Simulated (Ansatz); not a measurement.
This concerns the energy of the reaction as written. Reaction: cell B → cell A. Negative: the products are lower in energy.

Cell A: a sheet of composition Y2, 2 atoms, hexagonal cell of 5.69 Å (28.1 Å²), symmetry P6/mmm, 0.0 Å thick under 16 Å of vacuum, in-plane vectors relaxed; planes from bottom to top: Y2, all atoms in one plane; a model cell; spin state with PBE: parallel moments, net moment 2.5 μB a cell, k-point mesh 12×12×1.
```yaml
crystal:
  lattice:
    - [5.69462, 0.00000, 0.00000]
    - [-2.84731, 4.93169, 0.00000]
    - [0.00000, 0.00000, 16.00000]
  atoms:
    - { symbol: Y, position: [0.33333, 0.66667, 0.50000] }
    - { symbol: Y, position: [0.66667, 0.33333, 0.50000] }
```

Cell B: a sheet of composition Y2, 2 atoms, hexagonal cell of 3.58 Å (11.1 Å²), symmetry P-3m1, 2.7 Å thick under 14 Å of vacuum, in-plane vectors relaxed; planes from bottom to top: Y × 2; a model cell; spin state with PBE: no moments, k-point mesh 18×18×1.
```
Y
1.0
    3.57596     0.00000     0.00000
   -1.78798     3.09687     0.00000
    0.00000     0.00000    17.13501
Y
2
Cartesian
  0.00000   2.06458   9.90829
  1.78798   1.03229   7.22673
```

Computed with Ansatz (plane waves, PAW), its PAW set soft_1, cutoff 420 eV. The structures are at rest with PBE. Neutral cells; Fermi-Dirac smearing of at most 0.10 eV in the solids, energies taken to zero width. A dispersion term (D3(BJ), or D4 for r2SCAN) was computed beside these levels and is taken off wherever the name lacks it. Static lattices, no vibrational contributions. Spin states are those reached from the starting moments, not proven ground states. The cells' k-point meshes differ in density, so the last digit is unsettled. Cell A has symmetry P6/mmm and got no random move, so less symmetric positions, which may lie lower, weren't tried. Cell B has symmetry P-3m1 and got no random move, so less symmetric positions, which may lie lower, weren't tried.

**Question.** Predict the value from PBE.

**Answer.** 3.87 eV, for cell B → cell A.

Ansatz is a first-principles code.
